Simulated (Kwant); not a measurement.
Device: wire with one Gaussian impurity in a GaN two-dimensional gas. Effective mass 0.22 mₑ, grid spacing 1.7 nm, hard walls, nominal width 40 nm (23 grid rows, so walls 40.8 nm apart), one parabolic valley, scattering region 120 nm long along x; energies count from the band bottom; Fermi energy swept from 0.00085461 to 0.018161 eV. Impurity U exp(−r²/2σ²), U = -0.065 eV, σ = 2.6 nm, 8 nm off the axis.

The device is made up for the run: typed textbook-type constants, with dimensions and the other settings drawn at random.

Computed with Kwant: effective-mass tight-binding model on a square grid, one spin, coherent transport at 0 K. Conductance is in e²/h.

### Question
How many channels do the leads carry at E = 5.22, 12.2, 13.8 meV?

### Answer
The hard-wall thresholds are n² ħ²π²/(2mW²) = n² × 1.03 meV with W = 40.8 nm. √(5.22/1.03) = 2.25, so 2. √(12.2/1.03) = 3.45, so 3. √(13.8/1.03) = 3.67, so 3.
